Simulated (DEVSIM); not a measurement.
Device: abrupt Si n-p junction, at 300 K.

```tsv
layer (left to right)	material	thickness (μm)	Nd (cm⁻³)	Na (cm⁻³)	τn (s)	τp (s)
1	Si	0.640	9.5e18	-	1.3e-5	1.3e-5
2	Si	1.80	-	1.4e15	1.3e-5	1.3e-5
```

Left contact: ohmic. Right contact: ohmic. Voltage is applied to the left contact. Recombination: SRH at mid-gap, radiative. Mobility is μmin + (μ − μmin)/(1 + (N/Nref)^α).

Constants are typed, rounded textbook-type inputs, not results; the design itself was drawn at random and stands for no fabricated device. Values at 300 K.

| parameter | Si |
|---|---|
| gap (eV) | 1.124 |
| affinity (eV) | 4.05 |
| permittivity | 11.7 |
| Nc (cm⁻³) | 2.86e19 |
| Nv (cm⁻³) | 3.1e19 |
| μn (cm²/Vs) | 1417 |
| μp (cm²/Vs) | 470 |
| μn,min | 52 |
| μp,min | 45 |
| Nref,n | 9.7e16 |
| Nref,p | 2.2e17 |
| αn | 0.68 |
| αp | 0.72 |
| B (cm³/s) | 4.7e-15 |

DEVSIM, 1D drift-diffusion, Boltzmann statistics, complete ionisation; no tunnelling, impact ionisation, image-force lowering or self-heating.

Tabulate band edges, carrier densities and field at zero bias.

Energies count from the Fermi level of the right contact; mesh points crowd at the junctions.

```tsv
x (μm)	Ec (eV)	Ev (eV)	n (cm⁻³)	p (cm⁻³)	field (V/cm)
0.000	0.028	-1.095	9.5e18	< 1e2	≈ 0
0.01809	0.028	-1.095	9.5e18	< 1e2	≈ 0
0.04876	0.028	-1.095	9.5e18	< 1e2	≈ 0
0.1008	0.028	-1.095	9.5e18	< 1e2	≈ 0
0.2334	0.028	-1.095	9.5e18	< 1e2	≈ 0
0.3900	0.028	-1.095	9.5e18	< 1e2	≈ 0
0.5032	0.028	-1.095	9.5e18	< 1e2	≈ 0
0.5834	0.028	-1.095	9.5e18	< 1e2	≈ 0
0.6173	0.028	-1.095	9.5e18	< 1e2	≈ 0
0.6373	0.033	-1.091	7.9e18	< 1e2	38000
0.6535	0.145	-0.979	1.0e17	1100	34000
0.6966	0.236	-0.887	3.0e15	38000	17000
0.7570	0.331	-0.793	7.8e13	1500000	15000
0.8623	0.476	-0.648	2.9e11	4.0e8	13000
1.141	0.741	-0.383	1.0e7	1.1e13	6500
1.531	0.858	-0.266	110000	1.1e15	640
1.913	0.865	-0.259	84000	1.4e15	21
2.148	0.865	-0.259	83000	1.4e15	≈ 0
2.310	0.865	-0.259	83000	1.4e15	≈ 0
2.376	0.865	-0.259	83000	1.4e15	≈ 0
2.414	0.865	-0.259	83000	1.4e15	≈ 0
2.440	0.865	-0.259	83000	1.4e15	≈ 0
```
